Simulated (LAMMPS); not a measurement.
MD of Cu (fcc) at zero pressure, 2048 atoms, as a liquid; each row is its own run.

All values are model results, not measurements: classical MD, pair style meam, file library.meam (library.meam-Cu); code LAMMPS.

```
T (K)  volume (Å³/atom)
-----  ----------------
950              12.648
1090             12.855
1220             13.064
1360             13.312
1490             13.555
1700             14.016
1900             14.495
2170             15.298
```

**Question.** Fit a straight line, y = a + b x, to these rows (x is the first column, y the second) and predict the run at x = 1770.

**Answer.** Least squares gives a = 10.473 and b = 0.002143. At x = 1770 the fit predicts 14.266 Å³/atom. The run itself gave 14.178 ± 0.009 Å³/atom, so the fit is 0.62 % high.

Caution: the potential MEAM library.meam-Cu is a first-neighbour MEAM set with a 4 Å cutoff, used here without a parameter file and away from the static properties it was fitted to.

Caution (rows 950; 1090; 1220): this liquid lies under the melting point of about 1350 K that MEAM library.meam-Cu gives, so it is undercooled.

Caution (rows 1090; 2170): enthalpy drifts during the constant-pressure average: a transition or slow ageing; fluctuation values are void.
